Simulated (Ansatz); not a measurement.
RuP (model structure, started from the NbAs type, I4₁md, No. 109, 4 atoms in the cell), treated with PBEsol (plane waves, PAW; Ansatz, an electronic-structure program).

Settings: plane-wave cutoff 520 eV, 24×24×24 k mesh, Fermi–Dirac smearing 0.05 eV, no spin polarisation, scalar-relativistic PAW data made under PBE.

Cell (relaxed at this level):

```cif
data_P4Ru4
_chemical_formula_sum 'Ru4 P4'
_space_group_name_H-M_alt 'I41md'
_space_group_IT_number 109
_space_group_name_Hall 'I 4bw -2'
_cell_length_a 3.24329
_cell_length_b 3.24329
_cell_length_c 10.11492
_cell_angle_alpha 90.000
_cell_angle_beta 90.000
_cell_angle_gamma 90.000
loop_
_atom_site_label
_atom_site_type_symbol
_atom_site_symmetry_multiplicity
_atom_site_Wyckoff_symbol
_atom_site_fract_x
_atom_site_fract_y
_atom_site_fract_z
_atom_site_occupancy
Ru1 Ru 4 a 0.00000 0.00000 0.25050 1
P1 P 4 a 0.00000 0.00000 0.66550 1
```
(The calculation used a cell of 4 atoms; values per cell refer to that cell.)

Give the computed bulk modulus B0.


- bulk modulus B0 = 240 GPa

Note: the run has no spin polarisation, so it can have missed a magnetic state; the bulk modulus is −V dP/dV from two relaxed cells at ±2 % in volume; the relaxation could raise the start's symmetry but not lower it, so the cell can be a saddle point.

The computed numbers hold no vibrational or temperature effects.

Computing time: around 15 core-minutes (rough).

A model structure was made by putting elements into a prototype or built by hand; it is no filed structure, need not be a known phase, and can be a saddle point held by its symmetry.
